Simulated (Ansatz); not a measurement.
CdTe (F-43m) under hydrostatic pressure: hole conductivity mass by PBEsol with spin-orbit coupling, rigid bands (plane waves, PAW; Ansatz, a program for electronic structure). The unloaded cell, whose axes the loads refer to:

```xyz
2
Lattice="0.0000 3.2446 3.2446 3.2446 0.0000 3.2446 3.2446 3.2446 0.0000" Properties=species:S:1:pos:R:3 pbc="T T T"
Cd     0.0000     0.0000     0.0000
Te     1.6223     1.6223     1.6223
```

```tsv
hydrostatic pressure (GPa)	volume per atom (Å³)	hole conductivity mass (mₑ)
-2	36.10	0.611
0	34.16	0.543
2	32.70	?
5	31.03	0.451
10	29.01	0.400
```

Problem. Fit a straight line to ln(hole conductivity mass) against the load over the rows given, and predict the row at 2 GPa.

Solution. The means are x̄ = 3.250 GPa and ȳ = -0.7040; Σ(x − x̄)(y − ȳ) = -3.007 and Σ(x − x̄)² = 86.75, so the slope is -3.47 % per GPa, and the rows given lie within 3.2 % of the line. At 2 GPa the line gives 0.517 mₑ; the calculation gives 0.498 mₑ, 3.7 % from it, so the trend bends or changes character over this range.

Masses are for dilute carriers at 300 K, harmonic means over directions unless an axis is named. Stresses and pressures are the targets of the relaxation. The structure type is held at every load. Geometry: cell and atoms relaxed with PBEsol.
